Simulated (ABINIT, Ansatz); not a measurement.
An Ansatz (an electronic-structure program) input for a self-consistent single point of MnS (Fm-3m, 2 atoms in the cell) (DFT, PBE, plane waves, default PAW files):

Ansatz 0.2 input:
```yaml
crystal:
  lattice:
    - [0.000000, 2.480250, 2.480250]
    - [2.480250, 0.000000, 2.480250]
    - [2.480250, 2.480250, 0.000000]
  atoms:
    - { symbol: S, position: [0.000000, 0.000000, 0.000000] }
    - { symbol: Mn, position: [0.500000, 0.500000, 0.500000], spin: 4.0 }
basis:
  ecutwfc: 420.0
kpoints:
  mp_grid:
    grid: [9, 9, 9]
hamiltonian:
  xc: pbe
  pseudopotentials:
    kind: paw
magnetization:
  spin_polarized: true
scf:
  occupations:
    method: gaussian
    width: 0.2
output:
  forces: true
  eigenvalues: true
  stress: true
```

### Question
Translate this input to ABINIT.

### Answer
This is the input that was run; spellings and numerical settings could be chosen otherwise.

```
# MnS, PseudoDojo nc-sr-05 PBE standard
pp_dirpath "./"
pseudos "S.upf, Mn.upf"
acell 6.6284093793 6.6284093793 6.6284093793
rprim
        -0.0000000000    0.7071067812    0.7071067812
         0.7071067812    0.0000000000    0.7071067812
         0.7071067812    0.7071067812    0.0000000000
natom 2
ntypat 2
znucl 16 25
typat 1 2
xcart
         0.0000000000    0.0000000000    0.0000000000
         4.6869932206    4.6869932206    4.6869932206
ecut 48
nsppol 2
spinat
      0 0 0
      0 0 4
occopt 7
tsmear 0.2 eV
nband 18
kptopt 1
ngkpt 9 9 9
nshiftk 1
shiftk 0 0 0
nstep 80
toldfe 1.0e-09
prtwf 0
prtden 0
prtvol 1
enunit 1
```

Basis settings and potentials, where a program has them, do not carry over. This input uses DFT, PBE, plane waves, norm-conserving pseudopotentials (PseudoDojo nc-sr-05 PBE standard). Both were run: pressure 4.40 GPa in Ansatz and 6.49 in ABINIT; size of the net moment 2.08 μB/atom in Ansatz and 2.14 in ABINIT. Ansatz's pressure is the one without its finite-basis correction.

On Ansatz: the starting cell was generated: these elements placed on a structure prototype, without a prior relaxation; it need not be a known phase or ordering of this composition. Its lattice was rescaled by a random factor within 2.5 % of one. With one magnetic atom in the cell only a parallel order is possible. With a pressure of about 4 GPa the cell is away from its equilibrium volume at this level.

On ABINIT: the starting cell was generated: these elements placed on a structure prototype, without a prior relaxation; it need not be a known phase or ordering of this composition. Its lattice was rescaled by a random factor within 2.5 % of one. With one magnetic atom in the cell only a parallel order is possible. With a pressure of about 6 GPa the cell is away from its equilibrium volume at this level.
